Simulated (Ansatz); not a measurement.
Base system: BN in the zinc blende structure (space group F-43m, No. 216).

```yaml
crystal:
  lattice:
    - [0.00000, 1.79027, 1.79027]
    - [1.79027, 0.00000, 1.79027]
    - [1.79027, 1.79027, 0.00000]
  atoms:
    - { symbol: B, position: [0.00000, 0.00000, 0.00000] }
    - { symbol: N, position: [0.25000, 0.25000, 0.25000] }
```

Method: Ansatz (an electronic-structure program) LDA, scalar-relativistic without spin-orbit coupling.

Before the change:

- Band gap: 4.39 eV
- Smallest direct gap: 8.83 eV

The change: every lattice vector is shortened by 2.00 %, atoms relaxed at fixed cell.

### Question
How does this affect the band gap and smallest direct gap?

### Answer
The band gap grows by 0.07 eV to 4.46 eV; the smallest direct gap goes up by 0.29 eV to 9.12 eV.

The cells carry an imposed strain or load. Stability against distortions was not tested.
